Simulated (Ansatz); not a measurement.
Cubic perovskite KZnF3, treated with LDA (PAW; Ansatz, a program for electronic structure).

Settings: plane-wave cutoff 520 eV, 6×6×6 k mesh, scalar-relativistic PAW data made under PBE.

The cell has the measured lattice: a = b = c = 4.0550 Å, α = β = γ = 90.00°.

Question: What does this level give for the elastic constant C12, Poisson ratio, Young modulus, Voigt–Reuss–Hill bulk modulus, polycrystal shear modulus (Hill average), elastic constant C11 and elastic constant C44?

Answer: 
- elastic constant C12: 46.0 GPa
- Poisson ratio: 0.291
- Young modulus: 88.9 GPa
- Voigt–Reuss–Hill bulk modulus: 70.7 GPa
- polycrystal shear modulus (Hill average): 34.4 GPa
- elastic constant C11: 120 GPa
- elastic constant C44: 32.7 GPa

Measured, for comparison: elastic constant C12 52.7 ± 0.5 GPa, elastic constant C11 134 ± 1 GPa, elastic constant C44 38.1 GPa (temperature not stated, no zero-point or thermal correction; as tabulated in Vaitheeswaran et al. (2016), arXiv:1609.00541). Computed (rounded) less measured: elastic constant C12 -13 %, elastic constant C11 -10 %, elastic constant C44 -14 %.

Note: the cell isn't this level's own, so it is under some stress, which shifts stiffness and frequencies.

Elastic constants are with the ions relaxed.

Computed values are for the static lattice.
